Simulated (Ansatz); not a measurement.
The parent structure is GaSb in the zinc blende structure (space group F-43m, No. 216).

GaSb is taken in the cubic space group F-43m (No. 216), the zinc blende structure, Pearson symbol cF8. Conventional cell: a = b = c = 6.132 Å, α = β = γ = 90.00°. Ga on 4a is surrounded by 4 Sb at 2.655 Å (tetrahedral). Sb on 4d has 4 Ga at 2.655 Å (tetrahedral). (Neighbours: up to the widest gap in distance over summed covalent radii, below 1.35, at either atom; cation-cation and far metal-metal contacts left out.)
(The calculation used a cell of 2 atoms; values per cell refer to that cell.)

Method: r2SCAN, PAW, 500 eV (Ansatz, a program for electronic structure; without spin-orbit coupling).

One change was made to it. Results:

```
quantity                              base                           after
-----------------------------  -----------  ------------------------------
gap character                  direct at Γ  indirect, Γ → Γ–X (79 % along)
shortest interatomic distance      2.655 Å                         2.498 Å
width of the top valence band      3.21 eV                         4.16 eV
```

Problem. Which of these changes matches the shifts?
(A) pressure 15 GPa
(B) pressure 2.1 GPa
(C) pressure −1 GPa

Solution. A, pressure 15 GPa. For comparison, the gap character in the other runs: pressure −1 GPa gives direct at Γ; pressure 2.1 GPa gives direct at Γ.

Spin-orbit coupling, missing from the scalar runs, can matter with Sb. Load acts through the strain it causes; cell and atoms are relaxed under it. Stability against distortions was not tested. Tetrahedral semiconductors of this kind turn to denser phases somewhere between about 1 and 50 GPa; those were not computed, so compressed cells here can lie past the real transition.
